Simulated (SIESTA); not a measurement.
Band structure of TePd₃ (I4/mmm, 4 atoms in the cell).

```
TePd3
1.0
   -2.20553     2.20553     3.26346
    2.20553    -2.20553     3.26346
    2.20553     2.20553    -3.26346
Te Pd
1 3
Direct
  0.00000   0.00000   0.00000
  0.75000   0.25000   0.50000
  0.25000   0.75000   0.50000
  0.50000   0.50000   0.00000
```

Level of theory: LDA PW92, numerical atomic orbitals TZP, PseudoDojo LDA standard norm-conserving potentials (rewritten from UPF to PSML) (SIESTA).

Settings: XC.functional = LDA; XC.authors = PW92; potentials = PseudoDojo LDA standard; PAO.BasisSize = TZP; PAO.EnergyShift = 0.01 Ry; MeshCutoff = 350 Ry; kgrid.MonkhorstPack = 9 9 9; OccupationFunction = MP; OccupationMPOrder = 0; ElectronicTemperature = 200 meV; MaxSCFIterations = 150; SCF.Mixer.Method = Pulay; SCF.Mixer.Weight = 0.1; SCF.Mixer.History = 8.

The starting cell comes from a database of computed structures (which also holds hypothetical and non-ambient phases and stackings), without a prior relaxation at this level. Its lattice was rescaled by a random factor within 2.5 % of one. Spin-orbit coupling is off. Spin polarisation is off. Values carry the incompleteness of an atom-centred basis.

Levels in eV from the Fermi level, bands 33 to 38:
```
point     33     34     35     36    37    38
-----  -----  -----  -----  -----  ----  ----
Γ      -1.30  -1.16   0.94   1.26  1.26  5.31
X      -1.41  -1.13  -1.01  -0.96  1.73  3.84
Y      -1.54  -1.36  -0.94  -0.75  4.01  5.22
S      -1.33  -0.96  -0.95  -0.64  2.59  5.56
Z      -1.43  -1.33  -0.96  -0.96  2.00  4.26
S1     -1.33  -0.96  -0.95  -0.64  2.59  5.56
N      -1.36  -1.20   0.67   1.46  1.57  4.11
P      -1.74  -0.98  -0.98  -0.79  3.92  4.51
Y1     -1.54  -1.36  -0.94  -0.75  4.01  5.22
```

Bands cross the Fermi level along this path, so the cell is metallic at this level.

Higher empty bands are left out: an atom-centred basis made for the valence describes them poorly.
